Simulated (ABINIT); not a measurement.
ABINIT run on CaZnGe2O6 (C2/c, 20 atoms in the cell): self-consistent single point.

Method: PBEsol, PAW (JTH v2.0 PBE PAW, files made for PBE) (plane waves; ABINIT).

```
CaZn(GeO3)2
1.0
    5.15902    -4.55570     0.00000
    5.15902     4.55570     0.00000
   -1.47388     0.00000     5.31236
Ca Zn Ge O
2 2 4 12
Cartesian
  4.05361   1.79376   3.98427
  4.79055  -1.79376   1.32809
  4.05361  -3.70461   3.98427
  4.79055   3.70461   1.32809
  6.24316  -0.89401   4.11421
  2.60100   0.89401   1.19815
  1.86406  -0.89401   3.85433
  6.98010   0.89401   1.45803
  5.85790   0.27234   2.74298
  2.98627  -0.27234   2.56938
  2.24933   0.27234   5.22556
  6.59484  -0.27234   0.08680
  6.33667   2.37416   0.82246
  2.50750  -2.37416   4.48990
  3.24443   2.37416   1.83372
  5.59973  -2.37416   3.47864
  7.92282  -0.84435   4.59923
  0.92134   0.84435   0.71313
  0.18441  -0.84435   3.36931
  8.65976   0.84435   1.94305
```

Reference input (self-consistent single point, DFT, PBEsol, plane waves, PAW (JTH v2.0 PBE PAW, files made for PBE)): pseudos = [Ca.GGA_PBE-JTH.xml, Zn.GGA_PBE-JTH.xml, Ge.GGA_PBE-JTH.xml, O.GGA_PBE-JTH.xml]; ecut = 60 Ry; pawecutdg = 120 Ry; ixc = -116133; occopt = 1; ngkpt = 2 2 3; nshiftk = 1; shiftk = 0 0 0; potentials = JTH v2.0 PBE PAW; nband = 88; kptopt = 1; nstep = 60. This run's input differs from it in these lines:

```diff
@@ -33,4 +33,4 @@
          0.7988600000    0.9842000000    0.3657600000
-ecut 60 Ry
-pawecutdg 120 Ry
+ecut 24 Ry
+pawecutdg 48 Ry
 pawovlp -1
```

The program printed (abridged):

```
--- !BeginCycle
solver: {iscf: 17, nstep: 60, nline: 4, wfoptalg: 10, }
tolerances: {tolvrs: 1.00E-11, }
...

     iter   Etot(hartree)      deltaE(h)  residm     nres2
 ETOT  1  -776.62051751069    -7.766E+02 6.650E-01 4.169E+01
 ETOT  2  -777.85165292847    -1.231E+00 5.033E-02 1.888E+01
 ETOT  3  -777.70233157328     1.493E-01 2.273E-01 3.463E+00
 ETOT  4  -777.73102237248    -2.869E-02 3.893E-02 2.559E+00
 ETOT  5  -777.73357314532    -2.551E-03 3.029E-02 6.367E-01
   [... 42 lines left out ...]
 ETOT 48  -777.74352772921     6.821E-12 5.124E-06 7.724E-11
 ETOT 49  -777.74352772921    -1.251E-12 1.328E-05 5.647E-11
 ETOT 50  -777.74352772920     6.935E-12 5.115E-06 1.704E-11
 ETOT 51  -777.74352772921    -9.095E-12 1.319E-05 2.082E-12
 At SCF step   51       nres2   =  2.08E-12 < tolvrs=  1.00E-11 =>converged.

 Cartesian components of stress tensor (hartree/bohr^3)
  sigma(1 1)=  2.28772859E-03  sigma(3 2)=  0.00000000E+00
  sigma(2 2)=  2.34546371E-03  sigma(3 1)= -1.29238872E-05
  sigma(3 3)=  2.34324488E-03  sigma(2 1)=  0.00000000E+00

 ----iterations are completed or convergence reached----

 reduced coordinates (array xred) for   20 atoms
       0.303130000000      0.696870000000      0.750000000000
       0.696870000000      0.303130000000      0.250000000000
       0.906590000000      0.093410000000      0.750000000000
   [... 17 lines left out ...]
 cartesian forces (eV/Angstrom) at end:
    1     -0.00000000000000     0.17452993991189     0.00000000000000
    2      0.00000000000000    -0.17452993991189     0.00000000000000
   [... lines left out ...]
 Fermi (or HOMO) energy (eV) =   4.44577   Average Vxc (eV)= -10.38881
   [... lines left out ...]
local_psp           : -6.45962154381360E+02
total_energy        : -7.77743529446727E+02
total_energy_eV     : -2.11634777244061E+04
...

-Cartesian components of stress tensor (GPa)         [Pressure= -6.8418E+01 GPa]
- sigma(1 1)=  6.73072877E+01  sigma(3 2)=  0.00000000E+00
- sigma(2 2)=  6.90059130E+01  sigma(3 1)= -3.80233825E-01
- sigma(3 3)=  6.89406329E+01  sigma(2 1)=  0.00000000E+00

 Calculation completed.
```

The run converged in 51 iterations. 

The starting cell comes from a database of computed structures (which also holds hypothetical and non-ambient phases and stackings), without a prior relaxation at this level. The potentials were made for another functional than the one used. At the lowered cutoff the pressure carries the error of an incomplete plane-wave basis.

These are the values that this program gave, and no reference: the one-centre exchange-correlation terms come from a truncated expansion.

Cost on one core of a shared machine: roughly 7 min.
